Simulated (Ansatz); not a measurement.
A self-consistent single point of the (110) slab of Sb (cut from a parent of space group no. 229; 4 atoms in the cell) with Ansatz (a quantum-chemistry and plane-wave program).

Method: LDA (PW92), default PAW files made with PBE (plane waves; Ansatz).

```
CELL_PARAMETERS angstrom
      3.22505     0.00000     0.00000
     -4.30007     3.04061     0.00000
      0.00000     0.00000    21.89978
ATOMIC_POSITIONS crystal
  Sb 0.00000 0.25000 0.31964
  Sb 0.00000 0.75000 0.43988
  Sb 0.00000 0.25000 0.56012
  Sb 0.00000 0.75000 0.68036
```

Reference input (self-consistent single point, DFT, LDA (PW92), plane waves, default PAW files made with PBE): basis.ecutwfc = 420 eV; kpoints.mp_grid.grid = 10 10 1; hamiltonian.xc = lda; hamiltonian.pseudopotentials = {kind: paw} (the program's default PAW files); scf.occupations.method = gaussian; scf.occupations.width = 0.1 eV. This run's input differs from it in these lines:

Ansatz 0.2 input:
```diff
@@ -13,3 +13,3 @@
 kpoints:
-  mp_grid: { grid: [10, 10, 1] }
+  mp_grid: { grid: [8, 8, 1] }
 hamiltonian:
```

The program printed (abridged):

```
SCF iter   1: F=—  HF=-25341.791861 eV  |F-HF|=—  |Δ(HF+E_count)|=         —  Δρ=4.84e-3  dr2=5.65e-2  ethr=1.77e-3  ⟨swp⟩=10.2  Hψ=3636  notcnv=0
all-band conjugate gradients solve this SCF's bands
preconditioner: auto → LDOS
SCF iter   2: F=—  HF=-25341.779890 eV  |F-HF|=—  |Δ(HF+E_count)|=   1.20e-2  Δρ=1.26e-3  dr2=1.06e-2  ethr=9.41e-5  ⟨swp⟩=2.6  Hψ=1537  notcnv=0  defer=11
   [... lines left out ...]
SCF iter   4: F=—  HF=-25341.778059 eV  |F-HF|=—  |Δ(HF+E_count)|=   2.04e-4  Δρ=1.08e-4  dr2=3.19e-5  ethr=2.34e-6  ⟨swp⟩=2.0  Hψ=1100  notcnv=0  defer=11
SCF iter   5: F=—  HF=-25341.778063 eV  |F-HF|=—  |Δ(HF+E_count)|=   3.81e-6  Δρ=1.99e-5  dr2=1.87e-6  ethr=5.32e-8  ⟨swp⟩=2.0  Hψ=1179  notcnv=0  defer=7
SCF iter   6: F=—  HF=-25341.778063 eV  |F-HF|=—  |Δ(HF+E_count)|=   6.81e-8  Δρ=5.61e-6  dr2=1.16e-7  ethr=3.12e-9  ⟨swp⟩=3.0  Hψ=1459  notcnv=0  defer=7
SCF iter   7: F=-25341.778063 eV  HF=-25341.778063 eV  |F-HF|=1.45e-8  |Δ(HF+E_count)|=   6.17e-9  Δρ=2.11e-6  dr2=1.74e-8  ethr=1.67e-10  ⟨swp⟩=9.3  Hψ=3576  notcnv=0
SCF 1 converged in 7 iterations: F = -25341.778063 eV  dr2 = 1.74e-8
Free energy (F): -25341.778063 eV
Internal energy: -25341.768729 eV  (E = F + TS)
E sigma→0 (E₀):  -25341.773396 eV
Entropy (-TS):   -0.009333 eV (-2.333 meV/atom)
Fermi energy:    3.482021 eV
--- Forces (eV/Å), atoms counted from 1 ---
  atom   1  Sb     0.00000000    -0.00000000     0.24529118
  atom   2  Sb     0.00000000     0.00000000    -0.28285697
  atom   3  Sb     0.00000000     0.00000000     0.28285697
  atom   4  Sb     0.00000000    -0.00000000    -0.24529118
--- Stress (GPa, compression-positive) ---
       -1.973206      -0.000511       0.000000
       -0.000511      -1.973567       0.000000
        0.000000       0.000000      -0.890627
  P = ⅓ Tr σ = -1.6125 GPa (-16.125 kbar)
  The stress holds the Pulay correction. Without it, at fixed plane waves, as pw.x and ABINIT print it: P = -1.6327 GPa
```

The run converged in 7 iterations. Against the reference run the free energy goes up by 15.1 meV/atom and the largest force goes from 0.541 to 0.283 eV/Å.

The starting cell comes from a database of computed structures (which also holds hypothetical and non-ambient phases and stackings), without a prior relaxation at this level. The slab is cut from that crystal, and its faces are unrelaxed. Its lattice was rescaled by up to half a per cent. Spin-orbit coupling is off.
